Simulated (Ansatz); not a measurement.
We consider TbCl₃ (P4₂/mnm, No. 136; cell taken from a computed entry), described by r²SCAN (Ansatz, a program for electronic structure, PAW).

Run with plane-wave cutoff 500 eV, 6×6×4 k mesh (along the axes of the cell as run), Fermi–Dirac smearing 0.05 eV, spin-polarised start, scalar-relativistic PAW data made under PBE.

Computed at the level's own relaxed cell.

Give the computed volume per atom, lattice parameter a and c axis length.


- volume per atom = 30.29 Å³/atom
- lattice parameter a = 6.432 Å
- c axis length = 11.713 Å

Note: the magnetic order was assumed, not searched for or taken from measurement; the relaxation could not lower the start's symmetry, so the cell can be a saddle point above a distorted one; the 4f shell is treated without U or exact exchange, so its levels and filling can be wrong.

Spin–orbit coupling is not included.
